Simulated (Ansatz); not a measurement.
Levels about the gap of amorphous Ga24O38Sn (63 atoms in a cell of 788 Å³, 5.06 g/cm³; zone centre alone, so wide bands show as single levels with stretches between that a denser mesh fills), at the geometry that PBE relaxed, where it gives 1.9 GPa on a denser mesh. The participation number counts the atoms over which a state spreads; weights are charges in smoothed Voronoi cells. The levels come from a single point, so bond lengths are those of that geometry. Method of the levels: PBE, scalar-relativistic without spin-orbit coupling (Ansatz, an electronic-structure program). Sampling: the zone centre alone; Fermi-Dirac width 0.02 eV; no spin polarisation. At PBE the levels at the filled edge of the gap are localised (band-tail or defect states), and the nearest spread-out levels lie 1.9 eV apart at the zone centre.

The cell was made by melting and quenching with the CHGNet potential and then relaxed with DFT. O atoms were pushed apart under 1.9 Å during the dynamics, to hinder bonds among them. The hot cell started wider than the set density and was brought back towards it in steps. It is the lowest in DFT energy of 2 quenches. It is a model cell: composition and starting density were chosen by hand, and all elements were melted together. No dispersion term was used. Its density started from a set value of 5.06 and ended at 5.06 g/cm³. Cooling (nominally 220 K/ps over its main leg) ran many orders faster than in experiment, which tends to leave more defects and strain. One small periodic cell is one sample of the glass; other quenches scatter about these values. The volume was held where the preparation left it and the shape relaxed, at a PBE pressure of 1.9 GPa. Stress components on the final sampling reach 2.0 GPa.

```
E - E(highest filled), eV  filling  participation number        largest on  weight O  weight Ga  weight Sn
-------------------------  -------  --------------------  ----------------  --------  ---------  ---------
-0.71                       filled                  16.7   O, 2 neighbours      0.93       0.06       0.00
-0.67                       filled                  13.1   O, 3 neighbours      0.94       0.06       0.00
-0.61                       filled                   9.2   O, 2 neighbours      0.94       0.06       0.00
-0.56                       filled                  15.4   O, 3 neighbours      0.94       0.06       0.00
-0.48                       filled                   9.6   O, 3 neighbours      0.95       0.05       0.00
-0.40                       filled                   5.9   O, 3 neighbours      0.95       0.05       0.00
0.00                        filled                   2.7   O, 2 neighbours      0.95       0.05       0.00
1.31                         empty                  58.0  Sn, 5 neighbours      0.53       0.44       0.03
3.71                         empty                  16.7  Sn, 5 neighbours      0.60       0.21       0.19
3.94                         empty                  30.8  Ga, 4 neighbours      0.56       0.43       0.01
4.21                         empty                  39.2  Ga, 4 neighbours      0.58       0.42       0.00
4.30                         empty                  31.7  Ga, 4 neighbours      0.56       0.42       0.01
4.37                         empty                  42.5  Ga, 5 neighbours      0.56       0.43       0.00
4.72                         empty                  39.4  Ga, 4 neighbours      0.59       0.41       0.00
```

Most localised among these is the filled level at +0.00 eV, on a O atom, which has 2 neighbours (Ga 1.80 Å, Ga 1.81 Å).
